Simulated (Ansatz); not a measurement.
InP under load (space group R3m), r2SCAN with spin-orbit coupling, rigid bands in Ansatz (a quantum-chemistry and plane-wave program). Condition of this run: biaxial stress in (111) of 1 GPa (compression positive) (the target of the relaxation). Band gap 1.11 eV, N_c = 6.65e17 cm⁻³ and N_v = 1.37e19 cm⁻³ at 300 K, conductivity masses of 0.0928 mₑ (electrons) and 0.506 mₑ (holes). Take k_BT = 0.02585 eV.

Task: Find the intrinsic carrier density and the intrinsic Fermi level.

Result: n_i = √(N_c N_v) exp(−E_g/2k_BT) = 3.02e18 × exp(−21.47) = 1.4e9 cm⁻³. The level lies (k_BT/2) ln(N_v/N_c) = 39 meV from mid-gap (positive towards the conduction band). Each 0.1 eV added to the gap lowers n_i by a factor of 6.9.

Task: What thermal injection velocity √(2k_BT/πm) limits a ballistic channel?

Result: 1.77e7 cm/s for electrons and 7.56e6 cm/s for holes, a ratio of √(m_h/m_e) = 2.34, for dilute carriers.

Rigid bands with the computed gap; masses take one relaxation time for all states. Geometry: cell and atoms relaxed with PBEsol.
